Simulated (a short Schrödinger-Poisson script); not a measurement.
Structure: MOS inversion layer, SiO2 on p-type Si(100), at 400 K.

From the gate side: 1.5 nm SiO2; 1600 nm Si, acceptors 7e16 cm⁻³.

The device is made up for the run: typed textbook-type constants, with dimensions and the other settings drawn at random. SiO2: permittivity 3.9, conduction-band edge (eV) 3.15, gap (eV) 9, electron mass (mₑ) 0.5. Si: permittivity 11.7, conduction-band edge (eV) 0, gap (eV) 1.124, Nv at 300 K (cm⁻³) 3.1e19.

Channel valleys (confinement mass, in-plane density-of-states mass, number): Δ2 0.916, 0.19, 2; Δ4 0.19, 0.417, 4. At the gate the conduction-band edge of layer 1 lies 3.5 eV − eVg above the Fermi level of the channel; the field vanishes at the back. Gaps are held at their typed values at every temperature. Mesh 0.03 nm at interfaces.

From a short Schrödinger-Poisson script (our own, NumPy): 1D Poisson equation in equilibrium, electrons quantum, Hartree (BenDaniel-Duke, 12 states a valley, the channel's in-plane mass for all, wave functions free to enter the dielectric), parabolic valleys, classical holes, full ionisation, no traps, pinning or gate leakage.

| Vg (V) | electrons (cm⁻²) | C (μF/cm²) | Δ2 E0 (meV from the Fermi level) | Δ4 E0 (meV from the Fermi level) |
|---|---|---|---|---|
| 0.1 | 1.47e9 | 0.103 | 338.8 | 362.4 |
| 0.15 | 5.48e9 | 0.115 | 292.3 | 316.6 |
| 0.2 | 2.00e10 | 0.166 | 246.7 | 271.7 |
| 0.25 | 6.66e10 | 0.312 | 203.8 | 229.8 |
| 0.3 | 1.83e11 | 0.571 | 167.2 | 194.7 |
| 0.35 | 3.91e11 | 0.843 | 138.6 | 168.2 |
| 0.4 | 6.81e11 | 1.06 | 116.8 | 148.9 |
| 0.45 | 1.03e12 | 1.21 | 99.8 | 134.6 |
| 0.5 | 1.42e12 | 1.32 | 86.0 | 123.5 |
| 0.55 | 1.85e12 | 1.41 | 74.4 | 114.6 |
| 0.6 | 2.30e12 | 1.48 | 64.4 | 107.2 |
| 0.65 | 2.76e12 | 1.53 | 55.7 | 101.0 |
| 0.7 | 3.25e12 | 1.58 | 48.0 | 95.6 |
| 0.75 | 3.75e12 | 1.62 | 41.0 | 90.9 |
| 0.8 | 4.26e12 | 1.65 | 34.6 | 86.7 |
| 0.85 | 4.78e12 | 1.68 | 28.7 | 82.9 |
| 0.9 | 5.30e12 | 1.70 | 23.2 | 79.5 |
| 0.95 | 5.84e12 | 1.72 | 18.1 | 76.3 |
| 1 | 6.38e12 | 1.74 | 13.3 | 73.4 |
| 1.05 | 6.93e12 | 1.76 | 8.8 | 70.7 |
| 1.1 | 7.48e12 | 1.78 | 4.4 | 68.1 |

Task: At Vg = 1.1 V the lowest Δ2 subband lies at 4.4 meV from the Fermi level. How many electrons does it hold, and what share of all?

Result: The two-dimensional density of states is g m/(πħ²) = 1.59e11 cm⁻² meV⁻¹ (both spins), kT = 34.5 meV, so n = D kT ln(1 + exp(−E/kT)) = 3.45e12 cm⁻², 0.46 of the 7.48e12 cm⁻² in all.

Task: Compare the slope of the sheet density between 1 and 1.1 V with the geometric capacitance of the layers between gate and channel.

Result: q Δn/ΔV = 1.76 μF/cm²; ε0/Σ(t/ε) = 2.30 μF/cm². The ratio is 0.77: the channel acts as a further capacitance in series.
